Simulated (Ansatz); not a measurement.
Start from MgF₂ in the rutile structure (space group P4_2/mnm, No. 136; a = 4.6389 Å, c = 3.0624 Å). Axes: x, y, z lie along a, b, c of the conventional cell.

Modification: biaxial strain +1.94 %, plane normal [001], relaxed out of plane (Cartesian); in-plane vectors clamped, the third vector and the atoms free.

Levels (all Ansatz, a quantum-chemistry and plane-wave program, PAW): PBEsol (420 eV, no SOC); r2SCAN (500 eV, scalar-relativistic without spin-orbit coupling); HSE06 (420 eV, without spin-orbit coupling).

One geometry, relaxed with PBEsol, under each level:

| level | band gap | lowest conduction level above the VBM at special points | pressure |
|---|---|---|---|
| PBEsol | 6.75 eV | Γ 6.75 eV; X 9.10 eV; M 10.71 eV; Z 11.53 eV | -2.18 GPa |
| r2SCAN | 7.84 eV | Γ 7.84 eV; X 10.21 eV; M 11.96 eV; Z 12.71 eV | -3.51 GPa |
| HSE06 | 9.23 eV | Γ 9.23 eV; X 11.63 eV; M 13.37 eV | – |

Single points use the geometry relaxed with PBEsol. Their cutoffs differ, which shifts pressures a little. No phonon test of stability was made. The base started in Pnnm and relaxed to P4_2/mnm at this level.
